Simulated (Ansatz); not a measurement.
**What tensor shear ε_xy = +2.00 % does to TiC**

The parent structure is TiC in the rock salt structure (space group Fm-3m, No. 225; a = 4.2934 Å; relaxed with 0.1 eV smearing). Axes: x, y, z lie along the cube axes.

The change: a pure shear with ε_xy = ε_yx = 0.0200, atoms relaxed at fixed cell.

Level of theory: Kohn–Sham DFT with the PBEsol functional, run in Ansatz (a quantum-chemistry and plane-wave program) with PAW and 420 eV plane waves, no spin-orbit coupling. Settings: 23×23×23 k-points, 0.1 eV Fermi–Dirac smearing.

The volume per atom is still 9.89 Å³ and the space group goes from Fm-3m (No. 225) to Immm (No. 71). The shortest interatomic distance stays 2.147 Å and the energy rises by 8.6 meV/atom. The pressure (mean of the normal stresses, compression positive) is nearly the same (0.0 GPa against 0.1 GPa) and the band gap stays zero. The stress (xx, yy, zz, yz, xz, xy; compression positive) is (0.2, 0.2, 0.1, 0.0, 0.0, -6.9) GPa.

Cost of the whole job for the changed cell (relaxation, final SCF and bands): roughly 50 core-seconds.

The cells carry an imposed strain or load. Stability against distortions was not tested. All final runs are without spin polarisation.
